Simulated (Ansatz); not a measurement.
MgTe (model structure, within 0.1 Å of Fm-3m, No. 225, 4 atoms in the cell), treated with PBEsol in Ansatz (PAW).

Settings: plane-wave cutoff 500 eV, 10×10×6 k mesh (along the axes of the cell as run), Fermi–Dirac smearing 0.05 eV, scalar-relativistic PAW data made under PBE.

Cell (relaxed at this level):

```
MgTe
1.0
    3.60575    -2.08862    -0.26979
    3.60575     2.08862    -0.26979
   -1.89143     0.00000     6.97884
Mg Te
2 2
Direct
  0.00000   0.50000   0.00000
  0.50000   0.00000   0.50000
  0.74959   0.25041   0.25000
  0.25041   0.74959   0.75000
```

Estimate the band gap that the calculation returns.


* **band gap**: 0.45 eV (on the SCF k mesh)

Spin–orbit coupling is not included; with these elements it can move the gap by several tenths of an eV or more.

The computed numbers hold no vibrational or temperature effects.

A model structure was made by putting elements into a prototype or built by hand; it is no filed structure, need not be a known phase, and can be a saddle point held by its symmetry.

Ansatz is a quantum-chemistry and plane-wave program.
